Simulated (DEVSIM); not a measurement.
# Si p-n junction from an implanted or diffused profile

Device: Si p-n junction from an implanted or diffused profile, at 300 K.

```
layer (left to right)  material  thickness (μm)  Nd (cm⁻³)  τn (s)  τp (s)
---------------------  --------  --------------  ---------  ------  ------
1                            Si            3.70     8.8e15  1.7e-7  1.7e-7
```

Added acceptor profile: 5.7e16 cm⁻³ × exp(−(x − 0.15 μm)²/(2·(0.15 μm)²)). Left contact: ohmic. Right contact: ohmic. Voltage is applied to the left contact. Recombination: SRH at mid-gap, Auger. Mobility is μmin + (μ − μmin)/(1 + (N/Nref)^α).

The device is made up for the run: typed textbook-type constants, with dimensions and the other settings drawn at random. Values at 300 K.

```
parameter           Si
-------------  -------
gap (eV)         1.124
affinity (eV)     4.05
permittivity      11.7
Nc (cm⁻³)      2.86e19
Nv (cm⁻³)       3.1e19
μn (cm²/Vs)       1417
μp (cm²/Vs)        470
μn,min              52
μp,min              45
Nref,n          9.7e16
Nref,p          2.2e17
αn                0.68
αp                0.72
Cn (cm⁶/s)     2.8e-31
Cp (cm⁶/s)     9.9e-32
```

Model (solved in DEVSIM): 1D drift-diffusion, Boltzmann statistics, complete ionisation; no tunnelling, impact ionisation, image-force lowering or self-heating.

The potential step across the device at zero bias is 0.732 V. The dark forward voltage at 1 A/cm² is 0.560 V and the dark forward voltage at 100 A/cm² is 0.694 V.

Small-signal capacitance in reverse bias (quasi-static):

```tsv
V (V)	C (nF/cm²)
-0.4	21.2
-1	17.5
-2	14.2
-3	12.3
-4	11.0
-6	9.32
-8	8.23
-10	7.45
-13	6.60
-16	5.98
-20	5.36
```

Dark reverse current:

| V (V) | J (A/cm²) |
|---|---|
| -0.40 | -6.7e-8 |
| -1.00 | -1.3e-7 |
| -2.00 | -2.0e-7 |
| -3.00 | -2.7e-7 |
| -4.00 | -3.2e-7 |
| -6.00 | -4.1e-7 |
| -8.00 | -4.8e-7 |
| -10.00 | -5.5e-7 |
| -13.00 | -6.4e-7 |
| -16.00 | -7.2e-7 |
| -20.00 | -8.2e-7 |
